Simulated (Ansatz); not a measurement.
A zone-centre phonon calculation of Pt3Ti (Pm-3m, 4 atoms in the cell) with Ansatz (a quantum-chemistry and plane-wave program).

Level of theory: PBE, PAW files (plane waves; Ansatz).

```
Pt3Ti
1.0
    3.93960     0.00000     0.00000
    0.00000     3.93960     0.00000
    0.00000     0.00000     3.93960
Ti Pt
1 3
Direct
  0.00000   0.00000   0.00000
  0.00000   0.50000   0.50000
  0.50000   0.00000   0.50000
  0.50000   0.50000   0.00000
```

Reference input (self-consistent single point, DFT, PBE, plane waves, PAW files): basis.ecutwfc = 420 eV; kpoints.mp_grid.grid = 8 8 8; hamiltonian.xc = pbe; hamiltonian.pseudopotentials = {kind: paw} (the program's default PAW files); scf.occupations.method = gaussian; scf.occupations.width = 0.1 eV. This run's input differs from it in these lines:

```diff
@@ -24,6 +24,6 @@
     width: 0.1 eV
-output:
-  forces: true
-  eigenvalues: true
-  stress: true
+  convergence:
+    dr2_threshold: 1.0e-05 eV
+phonons:
+  method: dfpt
```

The program printed (abridged):

```
SCF iter   1: F=—  HF=-40088.814645 eV  |F-HF|=—  |Δ(HF+E_count)|=         —  Δρ=3.98e-1  dr2=1.86e2  ethr=3.10e-3  ⟨swp⟩=4.0  Hψ=15031  notcnv=0
all-band conjugate gradients solve this SCF's bands
preconditioner: auto → Kerker (q_TF=auto, 2.763 Å⁻¹)
SCF iter   2: F=—  HF=-40078.856785 eV  |F-HF|=—  |Δ(HF+E_count)|=    9.96e0  Δρ=1.48e-1  dr2=2.83e1  ethr=3.10e-3  ⟨swp⟩=2.5  Hψ=9467  notcnv=0  defer=160
   [... lines left out ...]
SCF iter   5: F=—  HF=-40077.222662 eV  |F-HF|=—  |Δ(HF+E_count)|=   4.12e-3  Δρ=2.09e-3  dr2=7.38e-3  ethr=4.85e-5  ⟨swp⟩=2.7  Hψ=7394  notcnv=0  defer=134
SCF iter   6: F=—  HF=-40077.221532 eV  |F-HF|=—  |Δ(HF+E_count)|=   1.13e-3  Δρ=6.48e-4  dr2=6.18e-4  ethr=1.12e-5  ⟨swp⟩=1.8  Hψ=6160  notcnv=0  defer=134
SCF iter   7: F=—  HF=-40077.221463 eV  |F-HF|=—  |Δ(HF+E_count)|=   6.93e-5  Δρ=1.74e-4  dr2=1.46e-5  ethr=9.36e-7  ⟨swp⟩=1.7  Hψ=5402  notcnv=0  defer=134
SCF iter   8: F=-40077.221460 eV  HF=-40077.221460 eV  |F-HF|=9.66e-7  |Δ(HF+E_count)|=   2.16e-6  Δρ=4.33e-5  dr2=1.31e-6  ethr=1.52e-8  ⟨swp⟩=12.8  Hψ=36552  notcnv=0
SCF 1 converged in 8 iterations: F = -40077.221460 eV  dr2 = 1.31e-6
DFPT response loops at Γ: preconditioner auto → Kerker (q_TF=auto, 2.763 Å⁻¹) (partly filled bands, converged f_vac=0.000) …
Free energy (F): -40077.221460 eV
Internal energy: -40077.212599 eV  (E = F + TS)
E sigma→0 (E₀):  -40077.217029 eV
Entropy (-TS):   -0.008860 eV (-2.215 meV/atom)
Fermi energy:    21.686117 eV
--- Phonons (Γ-DFPT): 3 representative perturbations + reference, on 125 of 512 k-points (Σ response iterations 11) ---
  k mesh reduced under 8 symmetry operations, with k and −k counted as one. Each operation leaves every solved displacement unchanged or reverses it
  ASR residual: 2.361e-2 → 0.000e0 eV/Å²; symmetrization residual: 7.246e-6 eV/Å²
  ASR residual per site (eV/Å²): 1.68e-3 2.36e-2 2.36e-2 2.36e-2
  Γ frequencies (cm⁻¹): 0.00 0.00 0.00 98.22 98.22 98.22 152.77 152.77 152.77 167.50 167.50 167.50
  non-analytic LO–TO correction: not included (Born effective charges unavailable; polar crystals: no LO–TO splitting at Γ)
```

The run converged in 8 iterations. 

Summary of the result:
```
Property                                                                                              Value
--------------------------------------------------------  -------------------------------------------------
Free energy E − TS (on the zero of these files)                                              -40077.2215 eV
Fermi level (on the code's own zero)                                                               21.69 eV
Zone-centre frequencies (cm⁻¹; negative means imaginary)  0, 0, 0, 98, 98, 98, 153, 153, 153, 168, 168, 168
```

The starting cell has typed, rounded lattice constants, without a prior relaxation at this level. Its lattice was rescaled by up to half a per cent. Spin polarisation is off.

Cost on one core of a shared machine: roughly 70 s.

Keys are those of Ansatz 0.2.
